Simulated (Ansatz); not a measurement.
N on the 1x1 (0001) surface of hcp Ti, one in a 2x2 cell, started at the site 'hollow Ti-Ti-Ti over Ti at depth 2.2 Å'

All values below come from PBE (plane waves to 420 eV, PAW; Ansatz, a quantum-chemistry and plane-wave program).

Model: 17-atom slab, 6.8 Å thick at the start under the adsorbate (thin: gaps and levels are the slab's own), 6x6x1 mesh, Fermi-Dirac 0.1 eV, dipole correction, 8 atoms held, the rest relaxed; symmetry of the start imposed; no spin, no spin-orbit, no U, no dispersion correction. At the end it is bonded to 3 Ti. In PBE this state lies 0.08 eV over the lowest of the starts that converged ('hollow Ti-Ti-Ti').

- adsorption energy against ½ N2(g): -2.75 eV
- work function of the top face: 4.52 eV
- change of the work function: 0.12 eV
- change of the step from the bottom to the top vacuum level, against the clean slab: 0.12 eV
- energy released by relaxation: 2.77 eV
- height of the binding atom over the mean of the host atoms within 0.3 Å of the top one: 0.763 Å
- nearest host atoms of the binding atom: Ti at 1.90 Å, Ti at 1.90 Å, Ti at 1.90 Å
- largest move of a host atom: 0.16 Å
- cost: roughly 8 core-minutes

A negative adsorption energy means that the adsorbate is more stable on the surface than in its reference.
